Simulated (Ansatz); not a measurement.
We consider B20 (FeSi-type) CoSi, described by r²SCAN+rVV10 in Ansatz (PAW).

Run with plane-wave cutoff 560 eV, 12×12×12 k mesh, Fermi–Dirac smearing 0.05 eV, no spin polarisation, scalar-relativistic PAW data made under PBE.

Shape and atoms are relaxed at each volume.

Pressure at four volumes; x = ln(V/10.468 Å³). One pressure is withheld.

| V (Å³/atom) | x | P (GPa) |
|---|---|---|
| 10.049 | -0.0408 | ? |
| 10.259 | -0.0202 | 5.30 |
| 10.468 | 0.0000 | 0.00 |
| 10.887 | 0.0392 | -8.93 |

Task: Pass a parabola P(x) through the three rows shown, estimate the bulk modulus and its pressure derivative near zero pressure, and predict the withheld pressure.

Result: Slopes between the rows: (0.00 − (5.30))/(0.0000 − (-0.0202)) = -262.38 and (-8.93 − (0.00))/(0.0392 − (0.0000)) = -227.81 GPa. Their difference over the span 0.0594 is c = 34.57/0.0594 = 582.0 GPa, so P(x) = 5.30 + (-262.38)(x − (-0.0202)) + 582.0 (x − (-0.0202))(x − (0.0000)). At the middle row B = −dP/dx = −[-262.38 + 582.0 × 0.0202] = 250.6 GPa, and B′ = dB/dP = 2c/B = 4.6. At x = -0.0408 the parabola gives 11.19 GPa; the run gives 11.24 GPa. The Birch–Murnaghan fit to the energies at all volumes has B0 = 250 GPa and B′ = 4.8.

Measured, for comparison: bulk modulus 207 GPa (temperature not stated, not corrected to a static lattice; as tabulated in Electronic Structure of B20 (FeSi-Type) Transition-Metal Monosilicides …). Computed (rounded) less measured: bulk modulus +21 %.

Note: the bulk modulus comes from volumes at which shape and atoms were relaxed.

Ansatz is a quantum-chemistry and plane-wave program.
